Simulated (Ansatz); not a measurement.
# BeTe: energy against volume

BeTe (zinc blende, F-43m, 21.418 Å³/atom and stress up to 0.01 GPa in the relaxed cell, cube axes along x, y and z) under an equal strain ε along all three axes. LDA in Ansatz, a plane-wave DFT program (PAW, default set), 420 eV, 10×10×10 Γ-centred mesh, Fermi-Dirac smearing 0.05 eV; ions are relaxed, or left where forces stay under 0.02 eV/Å, within the symmetry of each cell.

Here V stands for volume and E for E less E0.

```csv
volume (Å³/atom),E less E0 (meV/atom),pressure (GPa)
19.5479,?,?
20.1587,16.35,4.37
20.4689,9.07,3.17
20.7822,3.98,2.05
21.0986,0.99,0.99
21.4183,0.00,0.01
21.7412,0.93,-0.92
22.0673,3.70,-1.79
22.3967,8.22,-2.60
22.7293,14.41,-3.36
```

### Question
Fit E against V with the third-order Birch-Murnaghan form, a cubic in V^(-2/3), and predict the withheld value at V = 19.5479.

### Answer
With u = V^(-2/3) - 0.130, the rows have u = 0.005008, 0.003640, 0.002294, 0.000968, -0.000339, -0.001626, -0.002894, -0.004143, -0.005374. Least squares gives E = 0.071 + 396.9·u + 570168·u² - 51530·u³. Residuals (row less fit): -0.002, 0.002, -0.001, 0.001, -0.002, -0.003, 0.001, 0.003, -0.002; standard error 0.003 (degrees of freedom: 5). Its minimum lies at u = -0.000348, so V0 = (0.129652)^(-3/2) = 21.42. There d²E/du² = 1140000 and d³E/du³ = -309200, so B0 = (4/9) × 21.42^(-7/3) × 1140000 × 0.160218 = 63.7 GPa (the last factor turns the table's units into GPa), and B0' = 4 + (2/3) × 0.129652 × (-309200)/1140000 = 4.0. B0' rests on the cubic coefficient alone and has a standard error of 0.1 from these residuals. At the withheld row, u = 0.007806, so E = 0.071 + 396.9 × 0.007806 + 570168 × 0.007806² - 51530 × 0.007806³ = 37.887 meV/atom. The calculation gives 37.89 meV/atom, which the fit meets to the printed digits. The row lies outside the fitted rows, so this is an extrapolation. The scatter of the fitted rows lies at the last printed digit.

Spin-orbit coupling is left out, which can shift these values for the heavy elements here. Other structures, which can take over under pressure, weren't tried. The same form fitted to the pressure column gives B0' = 4.0; series where the two differ by over 0.4 aren't shown. Rows are the converged runs of the series near zero and its far end, less any whose ions stayed unrelaxed beside relaxed ones; series whose fitted rows scatter by over a few per cent of the range, as at a crossing or softening among them, aren't shown in this form.
